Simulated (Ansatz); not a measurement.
Consider this model of amorphous Ti$_{20}$O$_{43}$W.

```xyz
64
Lattice="9.3156 -0.1217 0.1300 -0.1217 9.5953 0.1756 0.1300 0.1756 8.8718" Properties=species:S:1:pos:R:3 pbc="T T T"
Ti     4.5034     6.9017     2.0656
Ti     2.4387     4.4135     4.1036
Ti     8.9413     4.7986     6.0307
Ti     6.9773     2.6616     5.0332
Ti     8.9491     9.3526     0.6799
Ti     0.8079     1.7568     6.3557
Ti     0.6049     8.0764     5.3769
Ti     6.3510     9.1525     8.7748
Ti     3.6298     7.9389     4.9382
Ti     1.2097     2.6540     2.2064
Ti     3.6389     0.8640     1.2537
Ti     6.8410     2.2393     1.9425
Ti     6.1158     4.1778     7.7859
Ti     2.2230     7.1038     8.2358
Ti     5.2525     5.4416     4.8005
Ti     8.1773     6.2326     8.4307
Ti     1.4809     8.5125     2.5139
Ti     6.3367     8.9731     5.1343
Ti     4.3113     1.3453     6.7656
Ti     3.1385     4.5415     0.6209
O      6.4648     6.0176     8.1947
O      6.2564     6.2016     3.3076
O      4.4182     5.0413     1.8359
O      4.8236     6.7569     5.9338
O      0.6918     7.0996     3.6579
O      8.7503     8.4276     2.3730
O      8.4533     4.4766     7.8102
O      5.0793     8.3815     3.8419
O      3.4485     6.3656     3.7922
O      4.2890     9.6033     5.7932
O      7.3087     0.6060     0.6894
O      1.8136     4.4882     2.2753
O      4.5983     0.5735     8.4724
O      7.7741     7.8410     4.7063
O      8.5211     5.1323     4.1087
O      8.1501     8.2836     8.6113
O      1.4039     4.7955     5.5701
O      6.6746     4.6373     5.8228
O      9.0435     6.6310     6.6723
O      0.2992     0.1597     5.6825
O      3.2741     8.5360     1.9659
O      5.0512     1.3274     2.1233
O      4.3568     4.2383     8.0072
O      8.3122     5.9518     1.4694
O      2.2013     7.6648     6.4089
O      0.4333     1.4271     8.0564
O      6.5046     3.3399     3.4198
O      1.7112     5.4229     8.5537
O      1.7349     2.6351     3.9397
O      5.8404     2.4209     6.5675
O      2.6318     1.9524     6.5745
O      4.0807     4.0269     4.7777
O      3.5988     6.6646     0.2758
O      6.4382     3.2086     0.5182
O      2.0773     8.9099     4.2785
O      1.5136     0.6958     1.7986
O      5.8159     7.7843     1.1832
O      6.4743     9.1852     6.9474
O      8.7332     2.8000     5.7331
O      8.7383     2.3791     2.1221
O      2.8253     2.5996     0.9479
O      7.0191     0.9739     4.3150
O      1.1732     8.1320     0.3992
W      8.1085     6.6082     3.1578
```

All values below come from PBE, scalar-relativistic without spin-orbit coupling (plane waves to 420 eV, PAW; Ansatz, a program for electronic structure).

A CHGNet melt-quench gave the starting glass, which DFT then relaxed. O atoms were pushed apart under 1.9 Å during the dynamics, to hinder bonds among them. The hot cell started wider than the set density and was brought back towards it in steps. It is the lowest in DFT energy of 2 quenches. It is a model cell: composition and starting density were chosen by hand, and all elements were melted together. No dispersion term was used. Its density started from a set value of 3.83 and ended at 3.83 g/cm³. The simulated quench (nominally 300 K/ps over its main leg) is rapid and tends to freeze in more defects than a deposited or slowly cooled glass has. Values belong to this one cell and scatter from quench to quench. The volume was held where the preparation left it and the shape relaxed, at a PBE pressure of 1.9 GPa. Stress components on the final sampling reach 2.0 GPa.

Neighbours within Ti-Ti 3.12 Å, Ti-O 2.52 Å, Ti-W 3.08 Å, O-O 1.58 Å, O-W 2.51 Å, W-W 3.04 Å count as bonded. Two cations that share two anions don't count as bonded, nor two that share one unless they lie closer than Ti-Ti 3.04 Å, Ti-W 3.00 Å, W-W 2.95 Å.

Problem. Give the coordination numbers, mean bond lengths and angles.

Solution. 
```yaml
Mean coordination of Ti by anions: 5.30 (3 with 4, 9 with 5, 7 with 6, 1 with 7)
Mean coordination of O: 2.60 (20 with 2, 20 with 3, 3 with 4)
Mean coordination of W by anions: 6.00 (1 with 6)
Mean Ti-O bond: 1.956 Å (spread 0.150 Å, 106 counted)
Mean O-W bond: 1.942 Å (spread 0.106 Å, 6 counted)
Bond angle at Ti: mean 105.2°, spread 27.4°
Bond angle at O: mean 117.9°, spread 21.5°
Bond angle at W: mean 103.5°, spread 29.0°
```

Problem. List the pairs of like atoms that count as bonded by the rules above.

Solution. There are none by these rules.
